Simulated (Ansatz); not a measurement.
SiC: strain along the normal

SiC (zinc blende, F-43m, 10.334 Å³/atom at rest) under an equal strain ε in the (001) plane with the normal axis free, as in a coherent film. r2SCAN in Ansatz, a plane-wave DFT program (PAW, default set), 500 eV, 13×13×13 Γ-centred mesh, Fermi-Dirac smearing 0.05 eV; ions are relaxed within the symmetry of each cell.

Here s stands for strain and y for normal strain.

| strain (%) | normal strain (%) |
|---|---|
| -3.00 | ? |
| -1.50 | 0.96 |
| -1.00 | 0.64 |
| -0.50 | 0.32 |
| 0.00 | 0.00 |
| 0.50 | -0.33 |
| 1.00 | -0.66 |
| 1.50 | -0.99 |

Taking a straight line for y over the 7 complete rows: Means: s 0, y -0.009. About the means, the sum of products is -4.5500 and the sum of squares of s is 7.0000; the slope is their ratio. Least squares gives y = -0.009 - 0.6500·s. Residuals (row less fit): -0.006, -0.001, 0.004, 0.009, 0.004, -0.001, -0.006; standard error 0.006 (degrees of freedom: 5). The slope, -0.65 ± 0.00, is the elastic response of the normal axis, −2C12/C11 for this plane.

What does the fit predict for y at s = -3.00, and how far is the calculated value from it?

y = -0.009 - 0.6500 × (-3.0) = 1.941%. The calculation gives 1.88%, 0.061% below the prediction (2.1 % of the range of y in the table). The row lies outside the fitted rows, so this is an extrapolation. From the scatter of the fitted rows alone, a prediction at this place has a standard error of 0.010%, so the miss is 6.1 times that.

One order more, fitted to all 13 runs of the series, follows each within 0.01, so the miss is the next term of a smooth law. Rows are the converged runs of the series near zero and its far end; series whose fitted rows scatter by over a few per cent of the range, as at a crossing or softening among them, aren't shown in this form. Most that stay on the fit to the last digits aren't either.
